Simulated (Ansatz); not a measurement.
Worked example: self-consistent single point of Hf2Ga (Fmm2, 6 atoms in the cell) in Ansatz (a program for electronic structure).

Computed with LDA (PW92), default PAW files made with PBE (plane waves; Ansatz).

The change in words: lattice scaled by 0.98; basis.ecutrho_ratio: default → 3. Reference geometry:
```
Hf2Ga
1.0
   -3.34916     3.34916     2.62829
    3.34916    -3.34916     2.62829
    3.34916     3.34916    -2.62829
Hf Ga
4 2
Direct
  0.65882   0.15882   0.81764
  0.34646   0.84646   0.19292
  0.15354   0.34646   0.50000
  0.84646   0.65354   0.50000
  0.25000   0.25000   0.00000
  0.75000   0.75000   0.00000
```

Reference input (self-consistent single point, DFT, LDA (PW92), plane waves, default PAW files made with PBE): basis.ecutwfc = 420 eV; kpoints.mp_grid.grid = 4 4 4; hamiltonian.xc = lda; hamiltonian.pseudopotentials = {kind: paw} (the program's default PAW files); scf.occupations.method = fermi_dirac; scf.occupations.width = 0.1 eV. This run's input differs from it in these lines:

Ansatz 0.2 input:
```diff
@@ -3,5 +3,5 @@
   lattice:
-    - [-3.349157, 3.349157, 2.628291]
-    - [3.349157, -3.349157, 2.628291]
-    - [3.349157, 3.349157, -2.628291]
+    - [-3.282174, 3.282174, 2.575725]
+    - [3.282174, -3.282174, 2.575725]
+    - [3.282174, 3.282174, -2.575725]
   atoms:
@@ -15,2 +15,3 @@
   ecutwfc: 420.0 eV
+  ecutrho_ratio: 3
 kpoints:
```

The program printed (abridged):

```
SCF iter   1: F=—  HF=-69324.130582 eV  |F-HF|=—  |Δ(HF+E_count)|=         —  Δρ=7.15e-3  dr2=4.84e-2  ethr=1.77e-3  ⟨swp⟩=5.3  Hψ=4259  notcnv=0  defer=26
all-band conjugate gradients solve this SCF's bands
preconditioner: auto → Kerker (q_TF=auto, 2.801 Å⁻¹)
SCF iter   2: F=—  HF=-69324.122451 eV  |F-HF|=—  |Δ(HF+E_count)|=   8.13e-3  Δρ=4.33e-3  dr2=2.25e-2  ethr=3.72e-5  ⟨swp⟩=2.1  Hψ=1856  notcnv=0  defer=29
   [... lines left out ...]
SCF iter   5: F=—  HF=-69324.115932 eV  |F-HF|=—  |Δ(HF+E_count)|=   1.28e-4  Δρ=1.13e-4  dr2=1.96e-5  ethr=2.32e-7  ⟨swp⟩=2.1  Hψ=2365  notcnv=0  defer=29
SCF iter   6: F=—  HF=-69324.115950 eV  |F-HF|=—  |Δ(HF+E_count)|=   1.77e-5  Δρ=9.01e-5  dr2=5.69e-6  ethr=1.51e-8  ⟨swp⟩=2.2  Hψ=2548  notcnv=0  defer=29
SCF iter   7: F=—  HF=-69324.115945 eV  |F-HF|=—  |Δ(HF+E_count)|=   5.14e-6  Δρ=1.97e-5  dr2=4.49e-7  ethr=4.38e-9  ⟨swp⟩=2.7  Hψ=2337  notcnv=0  defer=29
SCF iter   8: F=-69324.115945 eV  HF=-69324.115945 eV  |F-HF|=5.15e-8  |Δ(HF+E_count)|=   1.21e-7  Δρ=7.61e-6  dr2=7.33e-8  ethr=7.69e-11  ⟨swp⟩=11.5  Hψ=7496  notcnv=0
SCF 1 converged in 8 iterations: F = -69324.115945 eV  dr2 = 7.33e-8
Free energy (F): -69324.115945 eV
Internal energy: -69323.943382 eV  (E = F + TS)
E sigma→0 (E₀):  -69324.029663 eV
Entropy (-TS):   -0.172563 eV (-28.760 meV/atom)
Fermi energy:    18.642120 eV
--- Forces (eV/Å), atoms counted from 1 ---
  atom   1  Hf    -0.24815499    -0.24815499     0.00000000
  atom   2  Hf     0.16793529     0.16793529     0.00000000
  atom   3  Hf     0.07009263    -0.03000087     0.00000000
  atom   4  Hf    -0.03000087     0.07009263     0.00000000
  atom   5  Ga     0.02005830     0.02005830    -0.00000000
  atom   6  Ga     0.02005830     0.02005830     0.00000000
--- Stress (GPa, compression-positive) ---
        0.080200      -0.425614       0.000000
       -0.425614       0.080200       0.000000
        0.000000       0.000000       0.743509
  P = ⅓ Tr σ = 0.3013 GPa (3.013 kbar)
  The stress holds the Pulay correction, which leaves out the density cutoff's part. Without it, at fixed plane waves, as pw.x and ABINIT print it …
settings of this run that can trade accuracy for cost: basis.ecutrho_ratio < 4. Do not mix this run's numbers with those of runs without the same settings …
```

The run converged in 8 iterations. Against the reference run the free energy drops by 25.6 meV/atom, the pressure goes from -7.02 to 0.30 GPa and the largest force goes from 0.270 to 0.351 eV/Å. The full log also holds: “WARN basis.ecutrho_ratio = 3 (ecutrho = 1260 eV) is below the records' recommended cutoff”.

The starting cell comes from a database of computed structures (which also holds hypothetical and non-ambient phases and stackings), without a prior relaxation at this level. Its lattice was rescaled by up to half a per cent. One atom was moved a little off its site on purpose. For this run, on top of that: lattice scaled by 0.98. Ansatz's pressure includes its estimate of the finite-basis (Pulay) stress. The cutoff lies below the one recommended for these files.
